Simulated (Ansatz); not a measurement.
Worked example: zone-centre phonon calculation of VRe (Cmmm, 2 atoms in the cell) in Ansatz (a quantum-chemistry and plane-wave program).

Method: LDA (PW92), default PAW files made with PBE (plane waves; Ansatz).

```yaml
crystal:
  lattice:
    - [1.50727, -2.17574, 0.00000]
    - [1.50727, 2.17574, 0.00000]
    - [0.00000, 0.00000, 4.20942]
  atoms:
    - { symbol: V, position: [0.50000, 0.50000, 0.50000] }
    - { symbol: Re, position: [0.00000, 0.00000, 0.00000] }
```

Reference input (self-consistent single point, DFT, LDA (PW92), plane waves, default PAW files made with PBE): basis.ecutwfc = 30.9 Ry; kpoints.mp_grid.grid = 13 13 8; hamiltonian.xc = lda; hamiltonian.pseudopotentials = {kind: paw} (the program's default PAW files); scf.occupations.method = fermi_dirac; scf.occupations.width = 0.0073 Ry. This run's input differs from it in these lines:

```diff
@@ -17,6 +17,5 @@
   occupations: { method: fermi_dirac, width: 0.0073 Ry }
-output:
-  forces: true
-  eigenvalues: true
-  stress: true
+  convergence: { dr2_threshold: 1.0e-11 eV }
+phonons:
+  method: dfpt
```

The program printed (abridged):

```
SCF iter   1: F=—  HF=-13468.625985 eV  |F-HF|=—  |Δ(HF+E_count)|=         —  Δρ=6.66e-3  dr2=1.17e-2  ethr=1.77e-3  ⟨swp⟩=5.0  Hψ=42813  notcnv=0  defer=1
all-band conjugate gradients solve this SCF's bands
automatic band count: the SCF goes on with 22 bands, as 18 were too few: they end inside the smearing window of the response
preconditioner: auto → none
   [... lines left out ...]
SCF iter   6: F=—  HF=-13468.624272 eV  |F-HF|=—  |Δ(HF+E_count)|=   3.97e-6  Δρ=1.19e-5  dr2=1.11e-8  ethr=1.38e-9  ⟨swp⟩=2.0  Hψ=7801  notcnv=0  defer=3
SCF iter   7: F=—  HF=-13468.624272 eV  |F-HF|=—  |Δ(HF+E_count)|=  1.56e-10  Δρ=1.82e-6  dr2=3.38e-10  ethr=3.97e-11  ⟨swp⟩=2.7  Hψ=8908  notcnv=0  defer=3
SCF iter   8: F=—  HF=-13468.624272 eV  |F-HF|=—  |Δ(HF+E_count)|=  3.82e-11  Δρ=2.44e-7  dr2=1.64e-11  ethr=1.21e-12  ⟨swp⟩=2.1  Hψ=6820  notcnv=0  defer=3
SCF iter   9: F=-13468.624272 eV  HF=-13468.624272 eV  |F-HF|=0.00e0  |Δ(HF+E_count)|=  5.46e-12  Δρ=3.77e-8  dr2=2.08e-13  ethr=1.00e-12  ⟨swp⟩=5.6  Hψ=18302  notcnv=0
SCF 1 converged in 9 iterations: F = -13468.624272 eV  dr2 = 2.08e-13
DFPT response loops at Γ: preconditioner auto → Kerker (q_TF=auto, 2.735 Å⁻¹) (partly filled bands, converged f_vac=0.000) …
Free energy (F): -13468.624272 eV
Internal energy: -13468.586496 eV  (E = F + TS)
E sigma→0 (E₀):  -13468.605384 eV
Entropy (-TS):   -0.037776 eV (-18.888 meV/atom)
Fermi energy:    21.091438 eV
--- Phonons (Γ-DFPT): 6 representative perturbations + reference, on 245 of 1352 k-points (Σ response iterations 28) ---
  k mesh reduced under 8 symmetry operations, with k and −k counted as one. Each operation leaves every solved displacement unchanged or reverses it
  ASR residual: 5.023e-4 → 0.000e0 eV/Å²; symmetrization residual: 5.793e-7 eV/Å²
  ASR residual per site (eV/Å²): 5.02e-4 3.37e-4
  Γ frequencies (cm⁻¹): 0.00 0.00 0.00 170.03 221.10 282.01
  non-analytic LO–TO correction: not included (Born effective charges unavailable; polar crystals: no LO–TO splitting at Γ)
```

The run converged in 9 iterations. 

Summary of the result:
* **Free energy E − TS (on the zero of these files)**: -13468.6243 eV
* **Fermi level (on the code's own zero)**: 21.09 eV
* **Zone-centre frequencies (cm⁻¹; negative means imaginary)**: 0, 0, 0, 170, 221, 282

The starting cell comes from a database of computed structures (which also holds hypothetical and non-ambient phases and stackings), without a prior relaxation at this level. Its lattice was rescaled by up to half a per cent. Spin polarisation is off.

Cost on one core of a shared machine: roughly 70 s.

Keys are those of Ansatz 0.2.
